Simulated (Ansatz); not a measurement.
**LiNbSe2, pressure series**

Base system: LiNbSe2 (space group P6_3/mmc, No. 194; a cell from a computed database, its experimental status unchecked).

```yaml
crystal:
  lattice:
    - [3.52407, 0.00000, 0.00000]
    - [-1.76203, 3.05193, 0.00000]
    - [0.00000, 0.00000, 13.55612]
  atoms:
    - { symbol: Li, position: [0.00000, 0.00000, 0.00000] }
    - { symbol: Li, position: [0.00000, 0.00000, 0.50000] }
    - { symbol: Nb, position: [0.00000, 0.00000, 0.25000] }
    - { symbol: Nb, position: [0.00000, 0.00000, 0.75000] }
    - { symbol: Se, position: [0.33333, 0.66667, 0.12770] }
    - { symbol: Se, position: [0.66667, 0.33333, 0.87230] }
    - { symbol: Se, position: [0.66667, 0.33333, 0.62770] }
    - { symbol: Se, position: [0.33333, 0.66667, 0.37230] }
```

Cell and atoms are relaxed at each pressure.

Method: r2SCAN, PAW, 500 eV (Ansatz, a quantum-chemistry and plane-wave program; spin-orbit coupling left out).

| P (GPa) | V (Å³/atom) |
|---|---|
| -2.00 | 18.791 |
| -1.00 | 18.495 |
| 3.00 | 17.529 |
| 7.00 | 16.789 |
| 15.00 | 15.688 |
| 29.99 | 14.306 |
| 50.00 | 13.098 |
| 75.00 | 12.063 |
| 100.01 | 11.306 |

Q: Fit a third-order Birch–Murnaghan equation of state.

A: Least squares on P(V) = (3B₀/2)[(V₀/V)^(7/3) − (V₀/V)^(5/3)]·[1 + (3/4)(B₀′ − 4)((V₀/V)^(2/3) − 1)] gives V₀ = 18.21 Å³/atom, B₀ = 73 GPa and B₀′ = 4.4.

Load acts through the strain it causes; cell and atoms are relaxed under it. No phonon test of stability was made. No other phases were tried under pressure.
